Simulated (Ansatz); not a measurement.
System: B20 (FeSi-type) MnSi. Method: LDA in Ansatz (plane waves, PAW).

Run with plane-wave cutoff 520 eV, 12×12×12 k mesh, Fermi–Dirac smearing 0.05 eV, spin-polarised with parallel moments, scalar-relativistic PAW data made under PBE.

Results at a series of volumes:

```json
[
 {"V (Å³/atom)": "10.419", "E − E_lowest (meV/atom)": "13.19"},
 {"V (Å³/atom)": "10.636", "E − E_lowest (meV/atom)": "3.16"},
 {"V (Å³/atom)": "10.853", "E − E_lowest (meV/atom)": "0.00"},
 {"V (Å³/atom)": "11.070", "E − E_lowest (meV/atom)": "2.96"},
 {"V (Å³/atom)": "11.287", "E − E_lowest (meV/atom)": "11.50"}
]
```

Fit the third-order Birch–Murnaghan equation and give B0 and B′.

V0 = 10.853 Å³/atom, B0 = 227 GPa, B′ = 4.2 (fit to the energies at full precision).

Shape and atoms are relaxed at each volume.

Measured, for comparison: bulk modulus 167 GPa (room temperature, no zero-point or thermal correction; as tabulated in Study of the compressibility of FeSi, MnSi, and CoS2 (JETP Letters), abstract); equilibrium volume per atom 11.85 Å³/atom (temperature not stated, no zero-point or thermal correction; as tabulated in Wikipedia's data pages). Computed less measured: bulk modulus +36 %, equilibrium volume per atom -8.4 %.

Note: the collinear magnetic order is the start's and need not be the measured one.

Computed values are for the static lattice.

Ansatz is an electronic-structure program.
